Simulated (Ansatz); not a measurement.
A15 Mo3Si was calculated with r²SCAN in Ansatz (PAW).

Numerical settings: plane-wave cutoff 560 eV, 12×12×12 k mesh, Fermi–Dirac smearing 0.05 eV, no spin polarisation, scalar-relativistic PAW data made under PBE.

Pressure at four volumes; x = ln(V/14.565 Å³). One pressure is withheld.

```
V (Å³/atom)        x  P (GPa)
-----------  -------  -------
13.691       -0.0619    18.69
14.565        0.0000     0.00
15.147        0.0392    -9.53
15.439        0.0583        ?
```

Question: Pass a parabola P(x) through the three rows shown, estimate the bulk modulus and its pressure derivative near zero pressure, and predict the withheld pressure.

Answer: Slopes between the rows: (0.00 − (18.69))/(0.0000 − (-0.0619)) = -301.94 and (-9.53 − (0.00))/(0.0392 − (0.0000)) = -243.11 GPa. Their difference over the span 0.1011 is c = 58.83/0.1011 = 581.9 GPa, so P(x) = 18.69 + (-301.94)(x − (-0.0619)) + 581.9 (x − (-0.0619))(x − (0.0000)). At the middle row B = −dP/dx = −[-301.94 + 581.9 × 0.0619] = 265.9 GPa, and B′ = dB/dP = 2c/B = 4.4. At x = 0.0583 the parabola gives -13.53 GPa; the run gives -13.59 GPa. The Birch–Murnaghan fit to the energies at all volumes has B0 = 264 GPa and B′ = 4.3.

Ansatz is a first-principles code.
